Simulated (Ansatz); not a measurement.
Structures of equal composition on the (111)B surface of zinc-blende BN (N plane on top): 2x2 Mg adatom at H3; 2x2 Mg adatom at T4. The slabs share one bottom face, and each structure is named by its start. These are constructed structures in small cells; real faces may alloy, dewet or reconstruct in larger ones, and not all known structures of the face are among them. Slabs of about 11 Å with all that they carry, Fermi-Dirac smearing of 0.025 eV. Bottom of the slabs: H caps. Relaxed from the named starts with such symmetry as they have, on meshes of like density; energies extrapolated to zero smearing; no spin-orbit coupling, no U. Spin-polarised runs, if any, are marked in brackets, and their order is one that fits the cell; the others ran without spin. Where a second, spin-polarised start was run, the lower counts.

Host crystal: zinc-blende BN, with a band gap (PBE, scalar-relativistic without spin-orbit coupling).

The numbers are results of PBE (plane waves to 420 eV, PAW; Ansatz, an electronic-structure program), not measurements.

Order them by energy per 1x1 cell (lowest first) at the level PBE.

2x2 Mg adatom at H3 (0.000 eV [spin, 1.0 μB a cell], a narrow gap of 0.14 eV by band count), 2x2 Mg adatom at T4 (0.062 eV [spin, 1.0 μB a cell], a narrow gap of 0.18 eV by band count)
